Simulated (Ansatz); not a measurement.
The parent structure is Al2O3 in the corundum structure (space group R-3c, No. 167; a = 4.7577 Å, c = 12.9923 Å (hexagonal axes)). Axes: x lies along a and z along c of the hexagonal cell.

All numbers come from plane-wave PAW DFT at the r2SCAN level (Ansatz, a first-principles code, 500 eV), scalar-relativistic without spin-orbit coupling, earlier PAW set.

Strains are applied to the cell and any free atomic positions relax; under biaxial strain the out-of-plane vector relaxes too; under stress the whole cell relaxes.

One change was made to it. Results:

| quantity | base | after |
|---|---|---|
| band gap | 7.15 eV | 7.00 eV |
| energy relative to the base (free energy F) | 0 meV/atom | +3.7 meV/atom |

Which change produced these results?
(A) uniaxial stress, 8 GPa tension along z
(B) strain tensor (xx, yy, zz, yz, xz, xy) = (+3.07, +1.46, −1.18, +0.81, +0.19, −1.22) %
(C) biaxial strain +2.20 %, plane normal [001], relaxed out of plane

A, uniaxial stress, 8 GPa tension along z. For comparison, the band gap in the other runs: biaxial strain +2.20 %, plane normal [001], relaxed out of plane gives 6.45 eV; strain tensor (xx, yy, zz, yz, xz, xy) = (+3.07, +1.46, −1.18, +0.81, +0.19, −1.22) % gives 6.42 eV.

Stability under load was not tested beyond the relaxation.
